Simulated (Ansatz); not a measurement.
# HgS, pressure series

The reference is HgS (space group P3_221, No. 154; made of chains).

```
CELL_PARAMETERS angstrom
      4.46492     0.00000     0.00000
     -2.23246     3.86673     0.00000
      0.00000     0.00000     9.75823
ATOMIC_POSITIONS crystal
  Hg 0.76921 0.00000 0.66667
  Hg 0.00000 0.76921 0.33333
  Hg 0.23079 0.23079 0.00000
  S  0.44688 0.00000 0.16667
  S  0.00000 0.44688 0.83333
  S  0.55312 0.55312 0.50000
```

Cell and atoms are relaxed at each pressure.

Levels (all Ansatz, a first-principles code, PAW): PBE (420 eV, spin-orbit coupling left out); PBEsol (420 eV, no spin-orbit coupling).

The base cell above is that of PBE; each level relaxes its own structures.

```json
[
 {"case": "pressure 0.3 GPa", "shortest interatomic distance, PBE": "2.377 Å", "shortest interatomic distance, PBEsol": "(withheld)"},
 {"case": "pressure 0.7 GPa", "shortest interatomic distance, PBE": "2.382 Å", "shortest interatomic distance, PBEsol": "2.394 Å"},
 {"case": "pressure 1.5 GPa", "shortest interatomic distance, PBE": "2.392 Å", "shortest interatomic distance, PBEsol": "2.400 Å"},
 {"case": "pressure 3 GPa", "shortest interatomic distance, PBE": "2.404 Å", "shortest interatomic distance, PBEsol": "2.406 Å"},
 {"case": "pressure 5 GPa", "shortest interatomic distance, PBE": "2.415 Å", "shortest interatomic distance, PBEsol": "(withheld)"}
]
```

### Question
What belongs in the blanks?

### Answer

- pressure 0.3 GPa, shortest interatomic distance, PBEsol: 2.390 Å
- pressure 5 GPa, shortest interatomic distance, PBEsol: 2.410 Å

The two levels differ by at most about 0.012 Å. They put the cases in the same order.

Load acts through the strain it causes; cell and atoms are relaxed under it. No phonon test of stability was made. Competing high-pressure phases were not computed. No dispersion term is included, though the crystal is made of layers, chains or molecules, so its spacings can come out too wide.
